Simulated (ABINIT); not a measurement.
## Worked example: self-consistent single point of SiMo₃ (Pm-3n, 8 atoms in the cell) in ABINIT

Method: PBE, PAW (JTH v2.0 PBE PAW) (plane waves; ABINIT).

Input as run:

```
# SiMo3, JTH v2.0 PBE PAW
pp_dirpath "./"
pseudos "Si.GGA_PBE-JTH.xml, Mo.GGA_PBE-JTH.xml"
acell 3*1.0 Angstrom
rprim
         4.8706300000    0.0000000000    0.0000000000
         0.0000000000    4.8706300000    0.0000000000
         0.0000000000    0.0000000000    4.8706300000
natom 8
ntypat 2
znucl 14 42
typat 1 1 2 2 2 2 2 2
xred
         0.5000000000    0.5000000000    0.5000000000
         0.0000000000    0.0000000000    0.0000000000
         0.0000000000    0.5000000000    0.2500000000
         0.0000000000    0.5000000000    0.7500000000
         0.2500000000    0.0000000000    0.5000000000
         0.7500000000    0.0000000000    0.5000000000
         0.5000000000    0.2500000000    0.0000000000
         0.5000000000    0.7500000000    0.0000000000
ecut 20
pawecutdg 40
pawxcdev 0
ixc 11
occopt 7
tsmear 0.2 eV
nband 58
kptopt 1
ngkpt 5 5 5
nshiftk 1
shiftk 0 0 0
nstep 50
tolvrs 1.0e-12
prtwf 0
prtden 0
enunit 1
```

Output (repeated stretches shortened):

```
 Symmetries : space group Pm -3 n (#223); Bravais cP (primitive cubic)

 -outvars: echo values of preprocessed input variables --------
            acell      1.8897261329E+00  1.8897261329E+00  1.8897261329E+00 Bohr
             ecut      2.00000000E+01 Hartree
           enunit           1
              ixc          11
         kptrlatt        5    0    0      0    5    0      0    0    5
          kptrlen      4.60207840E+01
            natom           8
            nband          58
            ngfft          40      40      40
          ngfftdg          54      54      54
             nkpt          10
            nstep          50
             nsym          48
           ntypat           2
           occopt           7
        pawecutdg      4.00000000E+01 Hartree
         pawxcdev           0
            rprim      4.8706300000E+00  0.0000000000E+00  0.0000000000E+00
                       0.0000000000E+00  4.8706300000E+00  0.0000000000E+00
                       0.0000000000E+00  0.0000000000E+00  4.8706300000E+00
          spgroup         223
           tolvrs      1.00000000E-12
           tsmear      7.34986508E-03 Hartree
            typat      1  1  2  2  2  2  2  2
           useylm           1
             xred      5.0000000000E-01  5.0000000000E-01  5.0000000000E-01
                       0.0000000000E+00  0.0000000000E+00  0.0000000000E+00
                       0.0000000000E+00  5.0000000000E-01  2.5000000000E-01
                       0.0000000000E+00  5.0000000000E-01  7.5000000000E-01
                       2.5000000000E-01  0.0000000000E+00  5.0000000000E-01
                       7.5000000000E-01  0.0000000000E+00  5.0000000000E-01
                       5.0000000000E-01  2.5000000000E-01  0.0000000000E+00
                       5.0000000000E-01  7.5000000000E-01  0.0000000000E+00
            znucl       14.00000   42.00000

== DATASET  1 ==================================================================

 Exchange-correlation functional for the present dataset will be:
  GGA: Perdew-Burke-Ernzerhof functional - ixc=11
 Citation for XC functional:
  J.P.Perdew, K.Burke, M.Ernzerhof, PRL 77, 3865 (1996)

 Real(R)+Recip(G) space primitive vectors, cartesian coordinates (Bohr,Bohr^-1):
 R(1)=  9.2041568  0.0000000  0.0000000  G(1)=  0.1086466  0.0000000  0.0000000
 R(2)=  0.0000000  9.2041568  0.0000000  G(2)=  0.0000000  0.1086466  0.0000000
 R(3)=  0.0000000  0.0000000  9.2041568  G(3)=  0.0000000  0.0000000  0.1086466
 Unit cell volume ucvol=  7.7974397E+02 bohr^3
 Angles (23,13,12)=  9.00000000E+01  9.00000000E+01  9.00000000E+01 degrees

 Coarse grid specifications (used for wave-functions):

 getcut: wavevector=  0.0000  0.0000  0.0000  ngfft=  40  40  40
         ecut(hartree)=     20.000   => boxcut(ratio)=   2.15872

 Fine grid specifications (used for densities):

 getcut: wavevector=  0.0000  0.0000  0.0000  ngfft=  54  54  54
         ecut(hartree)=     40.000   => boxcut(ratio)=   2.06070

   1.61650803E+04                                ecore*ucvol(ha*bohr**3)

_setup2: Arith. and geom. avg. npw (full set) are    3331.816    3331.802

--- !BeginCycle
solver: {iscf: 17, nstep: 50, nline: 4, wfoptalg: 10, }
tolerances: {tolvrs: 1.00E-12, }
...

     iter   Etot(hartree)      deltaE(h)  residm     nres2
 ETOT  1  -418.78291313206    -4.188E+02 8.961E-01 2.120E+01
 ETOT  2  -421.14141790719    -2.359E+00 3.425E-02 3.859E+00
 ETOT  3  -421.13382617829     7.592E-03 1.901E-02 5.805E-01
 ETOT  4  -421.13631219914    -2.486E-03 1.101E-02 1.505E-01
 ETOT  5  -421.13744743536    -1.135E-03 1.008E-02 2.059E-02
 ETOT  6  -421.13806662117    -6.192E-04 1.673E-03 1.991E-02
   [... 34 lines left out ...]
 ETOT 41  -421.13870540316    -2.279E-11 1.666E-06 1.920E-11
 ETOT 42  -421.13870540317    -1.313E-11 8.353E-07 8.145E-12
 ETOT 43  -421.13870540318    -6.764E-12 1.297E-06 1.949E-12
 ETOT 44  -421.13870540319    -9.720E-12 6.499E-07 7.476E-12
 ETOT 45  -421.13870540319    -5.969E-12 1.010E-06 7.066E-13

 At SCF step   45       nres2   =  7.07E-13 < tolvrs=  1.00E-12 =>converged.

 Cartesian components of stress tensor (hartree/bohr^3)
  sigma(1 1)= -1.83958364E-04  sigma(3 2)=  0.00000000E+00
  sigma(2 2)= -1.83958364E-04  sigma(3 1)=  0.00000000E+00
  sigma(3 3)= -1.83958364E-04  sigma(2 1)=  0.00000000E+00

 ----iterations are completed or convergence reached----

 reduced coordinates (array xred) for    8 atoms
       0.500000000000      0.500000000000      0.500000000000
       0.000000000000      0.000000000000      0.000000000000
       0.000000000000      0.500000000000      0.250000000000
       0.000000000000      0.500000000000      0.750000000000
       0.250000000000      0.000000000000      0.500000000000
       0.750000000000      0.000000000000      0.500000000000
       0.500000000000      0.250000000000      0.000000000000
       0.500000000000      0.750000000000      0.000000000000
 cartesian forces (eV/Angstrom) at end:
    1     -0.00000000000000    -0.00000000000000    -0.00000000000000
    2     -0.00000000000000    -0.00000000000000    -0.00000000000000
    3     -0.00000000000000    -0.00000000000000     0.00000000000000
    4     -0.00000000000000    -0.00000000000000    -0.00000000000000
    5     -0.00000000000000    -0.00000000000000    -0.00000000000000
    6     -0.00000000000000    -0.00000000000000    -0.00000000000000
    7     -0.00000000000000     0.00000000000000    -0.00000000000000
    8     -0.00000000000000    -0.00000000000000    -0.00000000000000
 frms,max,avg= 3.2832455E-30 1.4139870E-29   0.000E+00  0.000E+00  0.000E+00 e/A
 length scales=  1.889726132886  1.889726132886  1.889726132886 bohr
              =  1.000000000000  1.000000000000  1.000000000000 angstroms
 Fermi (or HOMO) energy (eV) =  13.68441   Average Vxc (eV)= -12.64044
 Eigenvalues (   eV  ) for nkpt=  10  k points:
 kpt#   1, nband= 58, wtk=  0.00800, kpt=  0.0000  0.0000  0.0000 (reduced coord)
 -47.63002  -47.50901  -47.50901  -47.16647  -47.16647  -47.16647  -22.89936  -22.89936
 -22.68934  -21.87080  -21.87080  -21.87080  -21.35610  -21.35610  -21.35610  -21.32587
 -21.32587  -21.32587  -21.19411  -21.19411  -21.19411  -20.43249  -20.43249  -20.43249
   3.05754    4.67649    8.23115    8.23115    8.23115    8.67833    8.67833    8.67833
   8.98656    8.98656    9.44306   10.63685   10.63685   10.63685   10.64648   11.47495
  11.47495   11.47495   12.08332   12.08332   14.93643   14.93643   14.93643   15.77995
  16.08175   16.08175   16.35170   16.35170   16.35170   16.42981   16.42981   16.42981
  16.47011   16.47011
 prteigrs : prtvol=0 or 1, do not print more k-points.

--- !EnergyTerms
comment             : Components of total free energy in Hartree
kinetic             :  6.18836506645843E+01
hartree             :  7.47711328350929E+01
xc                  : -2.82100667607247E+01
Ewald energy        : -3.55158148438194E+02
psp_core            :  2.07312667652816E+01
local_psp           : -2.49896112718026E+02
spherical_terms     :  5.47418137920595E+01
internal            : -4.21136463859927E+02
'-kT*entropy'       : -2.24158112277177E-03
total_energy        : -4.21138705441050E+02
total_energy_eV     : -1.14597669720599E+04
...

-Cartesian components of stress tensor (GPa)         [Pressure=  5.4122E+00 GPa]
- sigma(1 1)= -5.41224100E+00  sigma(3 2)=  0.00000000E+00
- sigma(2 2)= -5.41224100E+00  sigma(3 1)=  0.00000000E+00
- sigma(3 3)= -5.41224100E+00  sigma(2 1)=  0.00000000E+00

 Calculation completed.
```

The run converged in 45 iterations.

The starting cell comes from a database of computed structures (which also holds hypothetical and non-ambient phases and stackings), without a prior relaxation at this level. Its lattice was rescaled by a random factor within 2.5 % of one. Spin polarisation is off. With a pressure of about 5 GPa the cell is away from its equilibrium volume at this level.

Cost on one core of a shared machine: roughly 10 min.
